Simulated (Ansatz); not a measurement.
Where the default PAW files enter, the runs use the earlier of Ansatz's two default sets.

```yaml
crystal:
  lattice:
    - [3.73277, 0.00000, 0.00000]
    - [-1.86639, 3.23267, 0.00000]
    - [0.00000, 0.00000, 12.45260]
  atoms:
    - { symbol: Zn, position: [0.66667, 0.33333, 0.74993] }
    - { symbol: Zn, position: [0.33333, 0.66667, 0.24993] }
    - { symbol: Zn, position: [0.00000, 0.00000, 0.50000] }
    - { symbol: Zn, position: [0.00000, 0.00000, 0.00000] }
    - { symbol: S, position: [0.66667, 0.33333, 0.93773] }
    - { symbol: S, position: [0.33333, 0.66667, 0.43773] }
    - { symbol: S, position: [0.00000, 0.00000, 0.68734] }
    - { symbol: S, position: [0.00000, 0.00000, 0.18734] }
```

Space group of this cell: P6_3mc. The cell is strained (lengths across the current scaled by 0.98, ions clamped); by r2SCAN its mean pressure is 3.6 GPa.

Transport runs along the normal of the first two printed cell vectors, the (001) (indices of the unstrained crystal) plane of the conventional cell.

No gap correction and no spin-orbit coupling; mid-gap values are interpolated between computed energies.

Q: Give the band gap and the smallest decay constant κ at mid-gap that r2SCAN run with Ansatz (a program for electronic structure) yields.

A: Gap 2.89 eV on a 12×12×4 mesh; κ = 0.178 1/Å, at the zone centre.
